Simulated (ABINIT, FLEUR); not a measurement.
An ABINIT input for a self-consistent single point of NbC (Fm-3m, 2 atoms in the cell) (DFT, PBEsol, plane waves, PAW (JTH v2.0 PBE PAW, files made for PBE)):

```
# NbC, JTH v2.0 PBE PAW
pp_dirpath "./"
pseudos "Nb.GGA_PBE-JTH.xml, C.GGA_PBE-JTH.xml"
acell 3*1.0
rprim
        -0.0000000000    4.2595277226    4.2595277226
         4.2595277226   -0.0000000000    4.2595277226
         4.2595277226    4.2595277226   -0.0000000000
natom 2
ntypat 2
znucl 41 6
typat 1 2
xred
         0.0000000000    0.0000000000    0.0000000000
         0.5000000000    0.5000000000    0.5000000000
ecut 21 Ha
pawecutdg 42 Ha
pawxcdev 0
ixc -116133
occopt 7
tsmear 0.1 eV
nband 14
kptopt 1
ngkpt 17 17 17
nshiftk 1
shiftk 0 0 0
nstep 80
toldfe 1.0e-09
prtwf 0
prtden 0
enunit 2
```

### Question
Write the same calculation as an input for FLEUR.

### Answer
This is the input that was run; spellings and numerical settings could be chosen otherwise.

Input of the input generator:

```
NbC crystal
&input film=f /
-0.0000000000 4.2595277226 4.2595277226
4.2595277226 -0.0000000000 4.2595277226
4.2595277226 4.2595277226 -0.0000000000
1.0
1.0 1.0 1.0

2
41 0.0000000000 0.0000000000 0.0000000000
6 0.5000000000 0.5000000000 0.5000000000

&comp jspins=1 /
&exco xctyp='PBEs' /
&kpt div1=17 div2=17 div3=17 /
&end /
```

```xml
<?xml version="1.0" encoding="UTF-8" standalone="no"?>
<fleurInput fleurInputVersion="0.39">
   <comment>
      NbC crystal                                                                                         
   </comment>
   <calculationSetup>
      <cutoffs Kmax="4.2" Gmax="16.8" GmaxXC="16.8" numbands="0"/>
      <scfLoop itmax="60" minDistance="0.00001" maxIterBroyd="40" imix="Anderson" alpha="0.05" precondParam="0.0" spinf="2.0"/>
      <coreElectrons ctail="T" frcor="F" kcrel="0" coretail_lmax="0"/>
      <xcFunctional name="PBEs" relativisticCorrections="F"/>
      <magnetism jspins="1"/>
      <soc l_soc="F" theta="0.0" phi="0.0" spav="F"/>
      <expertModes spex="0" secvar="F"/>
      <geometryOptimization l_f="T" forcealpha="1.0" forcemix="BFGS" epsdisp="0.00001" epsforce="0.00001"/>
      <ldaU l_linMix="F" mixParam="0.05" spinf="1.0"/>
   </calculationSetup>
   <cell>
      <bzIntegration valenceElectrons="17.0" mode="gauss" fermiSmearingEnergy="0.00367493">
         <kPointListSelection listName="default-1"/>
         <!-- k-points included here -->
         <xi:include xmlns:xi="http://www.w3.org/2001/XInclude" href="kpts.xml"> </xi:include>
      </bzIntegration>
      <!-- symmetry operations included here -->
      <xi:include xmlns:xi="http://www.w3.org/2001/XInclude" href="sym.xml"> </xi:include>
      <bulkLattice scale="1.0">
         <bravaisMatrix>
            <row-1>    0.0000000000000000     4.2595277225999997     4.2595277225999997</row-1>
            <row-2>    4.2595277225999997     0.0000000000000000     4.2595277225999997</row-2>
            <row-3>    4.2595277225999997     4.2595277225999997     0.0000000000000000</row-3>
         </bravaisMatrix>
      </bulkLattice>
   </cell>
   <atomSpecies>
      <species name="Niobium (Nb)" element="Nb" atomicNumber="41">
         <mtSphere radius="2.54" gridPoints="877" logIncrement="0.015"/>
         <atomicCutoffs lmax="10" lnonsphr="8"/>
         <electronConfig flipSpins="F">
            <coreConfig>(1s1/2) (2s1/2) (2p1/2) (2p3/2) (3s1/2) (3p1/2) (3p3/2) (3d3/2) (3d5/2)</coreConfig>
            <valenceConfig>(4s1/2) (4p1/2) (4p3/2) (5s1/2) (4d3/2) (4d5/2)</valenceConfig>
            <stateOccupation state="(5s1/2)" spinUp="0.5" spinDown="0.5"/>
            <stateOccupation state="(4d3/2)" spinUp="0.8" spinDown="0.8"/>
            <stateOccupation state="(4d5/2)" spinUp="1.2" spinDown="1.2"/>
         </electronConfig>
         <energyParameters s="5" p="5" d="4" f="4"/>
         <lo type="SCLO" l="0" n="4" eDeriv="0"/>
         <lo type="SCLO" l="1" n="4" eDeriv="0"/>
      </species>
      <species name="Carbon (C)" element="C" atomicNumber="6">
         <mtSphere radius="1.44" gridPoints="497" logIncrement="0.021"/>
         <atomicCutoffs lmax="6" lnonsphr="4"/>
         <electronConfig flipSpins="F">
            <coreConfig>(1s1/2)</coreConfig>
            <valenceConfig>(2s1/2) (2p1/2) (2p3/2)</valenceConfig>
            <stateOccupation state="(2p1/2)" spinUp="0.3333333333333" spinDown="0.3333333333333"/>
            <stateOccupation state="(2p3/2)" spinUp="0.6666666666667" spinDown="0.6666666666667"/>
         </electronConfig>
         <energyParameters s="2" p="2" d="3" f="4"/>
      </species>
   </atomSpecies>
   <atomGroups>
      <atomGroup species="Niobium (Nb)">
         <relPos label="                   1">.0000000000 .0000000000 .0000000000</relPos>
         <force calculate="T" relaxXYZ="TTT"/>
      </atomGroup>
      <atomGroup species="Carbon (C)">
         <relPos label="                   2">1.000/2.000 1.000/2.000 1.000/2.000</relPos>
         <force calculate="T" relaxXYZ="TTT"/>
      </atomGroup>
   </atomGroups>
   <output dos="F" band="F" slice="F">
      <checks vchk="F" cdinf="F"/>
      <bandDOS minEnergy="-.5*Htr" maxEnergy="0.5*Htr" sigma="0.015" storeEVData="T"/>
      <vacuumDOS vacdos="F" integ="F" star="F" nstars="0" locx1="0.0" locy1="0.0" locx2="0.0" locy2="0.0" nstm="0" tworkf="0.0"/>
      <unfoldingBand unfoldBand="F" supercellX="1" supercellY="1" supercellZ="1"/>
      <plotting iplot="0" polar="F">
         <plot TwoD="T" vec1="  1.0  0.0  0.0" vec2="  0.0  1.0  0.0" vec3="  0.0  0.0  1.0" zero="  0.0  0.0  0.0" file="plot"/>
      </plotting>
      <chargeDensitySlicing numkpt="0" minEigenval="0.0" maxEigenval="0.0" nnne="0" pallst="F"/>
      <specialOutput eonly="F"/>
      <magneticCircularDichroism mcd="F" energyLo="-10.0" energyUp="0.0"/>
   </output>
  <!-- We include the file relax.xml here to enable relaxations (see documentation) -->
  <xi:include xmlns:xi="http://www.w3.org/2001/XInclude" href="relax.xml"> <xi:fallback/> </xi:include>
</fleurInput>
```

Basis, cutoffs, solver keys and any potentials are the target program's own. This input uses DFT, PBEsol, all-electron FLAPW (FLEUR), scalar-relativistic valence.

The starting cell comes from a database of computed structures (which also holds hypothetical and non-ambient phases and stackings), without a prior relaxation at this level.
